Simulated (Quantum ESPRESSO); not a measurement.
Troubleshooting Quantum ESPRESSO: a failed run on GeSb₂Te₄ (R-3m, 7 atoms in the cell). The aim is a self-consistent single point with DFT, revPBE, plane waves, PSlibrary ultrasoft (PBE) pseudopotentials.

Cell that was meant: a = 13.9758 Å, b = 13.9758 Å, c = 13.9758 Å, α = 17.40°, β = 17.40°, γ = 17.40°.

Part of the input:

```fortran
    smearing = 'marzari-vanderbilt'
    degauss = 0.019992
    input_dft = 'revpbe'
&electrons
    conv_thr = 1.0d-10
/
ATOMIC_SPECIES
```

Log, with long lists cut:

```
     This program is part of the open-source Quantum ESPRESSO suite
     for quantum simulation of materials; please cite

 %%%%%%%%%%%%%%%%%%%%%%%%%%%%%%%%%%%%%%%%%%%%%%%%%%%%%%%%%%%%%%%%%%%%%%%%%%%%%%
     Error in routine  read_namelists (1):
      bad line in namelist &system: "&electrons" (error could be in the previous line)
 %%%%%%%%%%%%%%%%%%%%%%%%%%%%%%%%%%%%%%%%%%%%%%%%%%%%%%%%%%%%%%%%%%%%%%%%%%%%%%

     stopping ...
```

Problem. From the messages shown, name the fault and mend the input.

Solution. The fault is a namelist without its closing slash. The reader runs on into the next namelist. To fix it, close the namelist. The program stopped before any SCF iteration.

An input that runs soundly differs in these lines (not the only fix; some lines may just follow from the change or write a value another way):
```diff
+/
```

With that input, the run converged in 16 iterations: free energy E − TS -2255.7576 eV; Fermi level (on the code's own zero) 6.75 eV; pressure 3.35 GPa; largest force (vector length) 0.922 eV/Å (DFT, revPBE, plane waves, PSlibrary ultrasoft (PBE) pseudopotentials).

On the sound input: the starting cell was generated: these elements placed on a structure prototype, without a prior relaxation; it need not be a known phase or ordering of this composition. Its lattice was rescaled by a random factor within 2.5 % of one. With a pressure of about 3 GPa the cell is away from its equilibrium volume at this level. The run gives no clean gap (levels at the Fermi energy touch, overlap or are partly filled at this smearing), which alone does not show that the compound is a metal. Without a gap this mesh is coarse (it stands for a supercell whose shortest vector is 17 Å).
